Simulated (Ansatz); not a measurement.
# Electron-phonon data for ScIn$_{3}$ (Pm-3m)

Given:

```
In3Sc
1.0
    4.45311     0.00000     0.00000
    0.00000     4.45311     0.00000
    0.00000     0.00000     4.45311
Sc In
1 3
Direct
  0.00000   0.00000   0.00000
  0.00000   0.50000   0.50000
  0.50000   0.00000   0.50000
  0.50000   0.50000   0.00000
```

These are PBEsol, DFPT electron-phonon coupling, linearised Boltzmann equation (plane waves, PAW, scalar-relativistic; Ansatz, a program for electronic structure) values and carry that method's errors. How the cell was made: relaxed with this functional, without spin-orbit coupling.

The resistivity at 300 K is 14.1 μΩ·cm, the drude plasma energy comes out as 6.4 eV and the Hall coefficient at 300 K is -36 ×10⁻¹¹ m³/C.

A metal at this level (no band gap). Only scattering by harmonic phonons is included (no impurities, grain boundaries, electron-electron scattering or thermal expansion). Spin-orbit coupling is left out. Halving the electron mesh (20x20x20) moves the resistivity by up to 10 % at 300 K. Smearing 0.20 eV; phonons on a 3x3x3 q mesh, which this run doesn't test and which matters most at low temperature.

Formula and space group known from diffraction (Crystallography Open Database), not checked to be the room-temperature form: ScIn3 (Pm-3m).
